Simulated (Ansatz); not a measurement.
Pressure series in hypothetical Pm-3n SiC

Take SiC (space group Pm-3n, No. 223; a = 5.3313 Å; a hypothetical phase, not in the database extracts checked) as the base.

Cell and atoms are relaxed at each pressure.

The values are results of plane-wave PAW DFT at the PBEsol level (Ansatz, a program for electronic structure, 420 eV), no spin-orbit coupling, not measurements.

```csv
variant,band gap,density
base,1.75 eV,2.64 g/cm³
pressure −2 GPa,1.75 eV,2.61 g/cm³
pressure −1 GPa,1.75 eV,2.62 g/cm³
pressure 0.3 GPa,1.75 eV,2.64 g/cm³
pressure 0.7 GPa,1.75 eV,2.65 g/cm³
pressure 1.5 GPa,1.76 eV,2.66 g/cm³
pressure 3 GPa,1.76 eV,2.68 g/cm³
pressure 5 GPa,1.76 eV,2.71 g/cm³
pressure 7.5 GPa,1.76 eV,2.74 g/cm³
pressure 10 GPa,1.76 eV,2.78 g/cm³
```

Load acts through the strain it causes; cell and atoms are relaxed under it. No phonon test of stability was made. Competing high-pressure phases were not computed.
